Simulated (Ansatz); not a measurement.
CsSnI₃ (Pnma, No. 62, 20 atoms in the cell), treated with G0W0@PBEsol in Ansatz (hard PAW, contour deformation, complete-basis limit).

Numerical settings: largest k mesh 2×4×2 (not extrapolated in the mesh).

Cell (measured lattice):

```
CsSnI3
1.0
   10.34950     0.00000     0.00000
    0.00000     4.76320     0.00000
    0.00000     0.00000    17.68400
Cs I Sn
4 12 4
Direct
  0.91383   0.75000   0.66957
  0.58617   0.25000   0.16957
  0.41383   0.75000   0.83043
  0.08617   0.25000   0.33043
  0.53063   0.75000   0.61820
  0.96937   0.25000   0.11820
  0.03063   0.75000   0.88180
  0.46937   0.25000   0.38180
  0.16658   0.75000   0.50068
  0.33342   0.25000   0.00068
  0.66658   0.75000   0.99932
  0.83342   0.25000   0.49932
  0.20395   0.25000   0.70871
  0.29605   0.75000   0.20871
  0.70395   0.25000   0.79129
  0.79605   0.75000   0.29129
  0.34301   0.25000   0.56297
  0.15699   0.75000   0.06297
  0.84301   0.25000   0.93703
  0.65699   0.75000   0.43703
```

### Question
Give the computed band gap.

### Answer

- band gap = 3.11 eV

Note: filled d or f shells below the valence bands can shift G0W0 gaps through exchange with them, which wasn't tested here; cell and atoms aren't relaxed at this level; the gap holds a correction of +0.27 eV to the complete basis, taken at k points off the band edges; the gap is lowered by 0.05 eV for band edges off the mesh, as the parent functional finds them.

Spin–orbit coupling is not included; with these elements it can move the gap by several tenths of an eV or more.

Ansatz is a quantum-chemistry and plane-wave program.
